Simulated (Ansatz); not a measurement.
AlRu: pressure series

Base system: AlRu in the CsCl type structure (space group Pm-3m, No. 221; a = 2.9764 Å).

Cell and atoms are relaxed at each pressure.

Method: PBEsol (Ansatz, a program for electronic structure; PAW; 420 eV plane waves; no spin-orbit coupling).

Notes on the quantities. enthalpy: H = E + PV relative to the base's energy.

```
change                  enthalpy  lattice parameter a
-----------------  -------------  -------------------
base                           –              2.976 Å
pressure −2 GPa    -0.17 eV/atom              2.986 Å
pressure −1 GPa    -0.08 eV/atom              2.981 Å
pressure 0.9 GPa   +0.07 eV/atom              2.972 Å
pressure 2.1 GPa   +0.17 eV/atom              2.967 Å
pressure 4.5 GPa   +0.37 eV/atom              2.957 Å
pressure 9 GPa     +0.73 eV/atom              2.939 Å
pressure 15 GPa    +1.20 eV/atom              2.917 Å
pressure 22.5 GPa  +1.77 eV/atom              2.893 Å
pressure 30 GPa    +2.33 eV/atom              2.871 Å
```

Load acts through the strain it causes; cell and atoms are relaxed under it. No phonon test of stability was made. Competing high-pressure phases were not computed. All final runs are without spin polarisation.
